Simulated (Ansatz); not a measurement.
## Fe in the bcc (W type) structure (space group Im-3m, No. 229; ferromagnetic)

Fe is modelled in the cubic space group Im-3m (No. 229), the bcc (W type) structure, Pearson symbol cI2. Lattice parameters: a = 2.8318 Å, b = 2.8318 Å, c = 2.8318 Å, α = 90.00°, β = 90.00°, γ = 90.00°. Fe on 2a sees 8 Fe at 2.452 Å and 6 Fe at 2.832 Å. (Neighbours: up to the widest gap in distance over summed covalent radii, below 1.35, at either atom.)
(The calculation used a cell of 1 atom; values per cell refer to that cell.)

All numbers come from PBE (Ansatz, a program for electronic structure; PAW; 420 eV plane waves; spin-orbit coupling left out). Settings: 23×23×23 k-points, 0.05 eV Fermi–Dirac smearing.

| Property | Value |
|---|---|
| Volume per atom | 11.35 Å³ |
| Density | 8.17 g/cm³ |
| Band gap | zero |
| Magnetic state | ferromagnetic |
| Total energy | -4480.486 eV/atom (σ→0; compares only within this code and set-up) |

The magnetic state is the one reached from the starting moments; the real material's order can differ, and small cells can't hold many antiferromagnetic ones. Whether these cells are dynamically stable was not tested.
